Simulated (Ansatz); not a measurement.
**GeSb₄Te₇ (P-3m1, No. 164, 12 atoms in the cell; start mp-29641)**

These are r²SCAN+rVV10 in Ansatz (PAW) values and carry that method's errors.

Numerical settings: plane-wave cutoff 500 eV, 12×12×2 k mesh (along the axes of the cell as run), Fermi–Dirac smearing 0.05 eV, scalar-relativistic PAW data made under PBE.

Cell (relaxed at this level):

```xyz
12
Lattice="4.2702 0.0000 0.0000 -2.1351 3.6981 0.0000 0.0000 0.0000 24.0941" Properties=species:S:1:pos:R:3 pbc="T T T"
Ge     0.0000     0.0000    12.0470
Sb     2.1351     1.2327    22.1105
Sb     0.0000     2.4654     1.9835
Sb     0.0000     2.4654     8.3681
Sb     2.1351     1.2327    15.7259
Te     0.0000     2.4654    20.4068
Te     2.1351     1.2327     3.6873
Te     0.0000     0.0000    17.4239
Te     0.0000     0.0000     6.6701
Te     2.1351     1.2327    10.3723
Te     0.0000     2.4654    13.7217
Te     0.0000     0.0000     0.0000
```

```yaml
band_gap: 0.36 eV (on the SCF k mesh)
```

Note: the relaxation could not lower the start's symmetry, so the cell can be a saddle point above a distorted one.

Spin–orbit coupling is not included; with these elements it can move the gap by several tenths of an eV or more.

Static lattice: no zero-point or thermal effects.

It cost roughly 23 core-minutes of CPU time.

A start named mp-… is a Materials Project structure, which need not be a measured phase.

Ansatz is a quantum-chemistry and plane-wave program.
